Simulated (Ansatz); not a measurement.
Cost and result by functional for the surface energy of the (21-31) surface of hcp Ru in its 1x1 cell, outermost plane spacing 0.15 Å in the ideal cut, in Ansatz (plane waves, PAW). Single points on the PBE structure, on one kind of machine; costs are rough ratios of the slab run's core time (references not counted) to the cheapest single point. r2SCAN's cost holds its higher cutoff (500 against 420 eV). Differences are taken against r2SCAN for comparison alone: no measured value is at hand, so the table doesn't rank accuracy.

Slab: 26 atoms, 10.6 Å thick at the start; k 8x6x1, smearing 0.1 eV, dipole-corrected; all atoms relaxed; symmetry of the start imposed; no spin, no spin-orbit, no U. These notes are the PBE run's.

```
functional                     relative cost  surface energy (J/m²)  less r2SCAN (J/m²)
-----------------------------  -------------  ---------------------  ------------------
RPBE                                       1                   3.03               -0.51
PBEsol                                     1                   3.77                0.22
LDA                                        1                   3.95                0.41
r2SCAN                                     2                   3.54                0.00
PBE (the relaxed run's value)              –                   3.30               -0.25
```

The values span 0.92 J/m², while the single points' costs differ by a factor of roughly 2. Differences are of unrounded values.

Ansatz is an electronic-structure program.
